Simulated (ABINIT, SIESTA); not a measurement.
A SIESTA input for a self-consistent single point of MgF₂ (P4_2/mnm, 6 atoms in the cell) (DFT, GGA PBE, numerical atomic orbitals DZP, PseudoDojo PBE standard norm-conserving potentials (rewritten from UPF to PSML)):

```
# files in the folder: Mg.psml F.psml (PseudoDojo PBE standard)
SystemName  MgF2
SystemLabel siesta

NumberOfAtoms                6
NumberOfSpecies              2
%block ChemicalSpeciesLabel
  1 12 Mg
  2 9 F
%endblock ChemicalSpeciesLabel
LatticeConstant              1.0 Ang
%block LatticeVectors
     4.732728000    0.000000000    0.000000000
     0.000000000    4.732728000    0.000000000
     0.000000000    0.000000000    3.124420000
%endblock LatticeVectors
AtomicCoordinatesFormat      Fractional
%block AtomicCoordinatesAndAtomicSpecies
     0.000000000    0.000000000    0.000000000  1
     0.500000000    0.500000000    0.500000000  1
     0.303000000    0.303000000    0.000000000  2
     0.803000000    0.197000000    0.500000000  2
     0.197000000    0.803000000    0.500000000  2
     0.697000000    0.697000000    0.000000000  2
%endblock AtomicCoordinatesAndAtomicSpecies

XC.functional                GGA
XC.authors                   PBE
PAO.BasisSize                DZP
PAO.EnergyShift              0.01 Ry
MeshCutoff                   300 Ry
%block kgrid.MonkhorstPack
    4   0   0  0.0
    0   4   0  0.0
    0   0   6  0.0
%endblock kgrid.MonkhorstPack
OccupationFunction           FD
ElectronicTemperature        232.09 K

MaxSCFIterations             150
SCF.Mixer.Method             Pulay
SCF.Mixer.Weight             0.2
SCF.Mixer.History            8
SCF.DM.Tolerance             1.0E-04
Diag.ParallelOverK           true
WriteForces                  true
Charge.Mulliken              end
```

Question: Write the same calculation as an input for ABINIT.

Answer: One input that does it (others would too):

```
# MgF2, PseudoDojo nc-sr-05 PBE standard
pp_dirpath "./"
pseudos "Mg.upf, F.upf"
acell 4.7327280000 4.7327280000 3.1244200000 Angstrom
rprim
         1.0000000000    0.0000000000    0.0000000000
         0.0000000000    1.0000000000    0.0000000000
         0.0000000000    0.0000000000    1.0000000000
natom 6
ntypat 2
znucl 12 9
typat 1 1 2 2 2 2
xred
         0.0000000000    0.0000000000    0.0000000000
         0.5000000000    0.5000000000    0.5000000000
         0.3030000000    0.3030000000    0.0000000000
         0.8030000000    0.1970000000    0.5000000000
         0.1970000000    0.8030000000    0.5000000000
         0.6970000000    0.6970000000    0.0000000000
ecut 42
occopt 3
tsmear 0.00073499
nband 31
kptopt 1
ngkpt 4 4 6
nshiftk 1
shiftk 0 0 0
nstep 100
tolvrs 1.0e-10
prtwf 0
prtden 0
enunit 1
```

Basis, cutoffs, solver keys and any potentials are the target program's own. This input uses DFT, PBE, plane waves, norm-conserving pseudopotentials (PseudoDojo nc-sr-05 PBE standard).

The starting cell has typed, rounded lattice constants, without a prior relaxation at this level. Its lattice was rescaled by a random factor within 2.5 % of one.
